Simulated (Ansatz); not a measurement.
Start from SiS2 (space group Ibam, No. 72; a = 5.802 Å, b = 9.889 Å, c = 5.546 Å; made of chains).

Level of theory: plane-wave PAW DFT at the r2SCAN level (Ansatz, an electronic-structure program, 500 eV), scalar-relativistic without spin-orbit coupling, earlier PAW set.

Base values:

| Quantity | Value |
|---|---|
| Smallest direct gap | 3.60 eV |
| Band gap | 3.30 eV |
| Width of the top valence band | 0.83 eV |
| Gap character | indirect, Σ₀–Γ (22 % along) → k = (3/8, 3/8, -3/8) in the run's primitive reciprocal basis |
| Shortest interatomic distance | 2.134 Å |

It is then changed as follows: every Si is replaced by C, then cell and atoms are relaxed.

Tabulated Pauling electronegativity and covalent radius: Si 1.90, 1.11 Å; C 2.55, 0.76 Å.

Q: How does this affect the smallest direct gap?

A: The smallest direct gap falls by 1.95 eV, from 3.60 eV to 1.65 eV.

Q: What does the calculation give for the band gap after the change?

A: The band gap decreases by 1.68 eV to 1.62 eV.

Q: What happens to the width of the top valence band?

A: The width of the top valence band goes up by 0.21 eV (0.83 eV → 1.04 eV).

Q: Predict the new gap character.

A: The gap character becomes indirect, F₀ → X (base: indirect, Σ₀–Γ (22 % along) → k = (3/8, 3/8, -3/8) in the run's primitive reciprocal basis).

Q: What happens to the shortest interatomic distance?

A: The shortest interatomic distance falls by 0.310 Å, from 2.134 Å to 1.824 Å.

Stability against distortions was not tested. As relaxed here, CS2 is a hypothetical phase, not in the database extracts checked. No dispersion term is included, though the crystal is made of layers, chains or molecules, so its spacings can come out too wide.
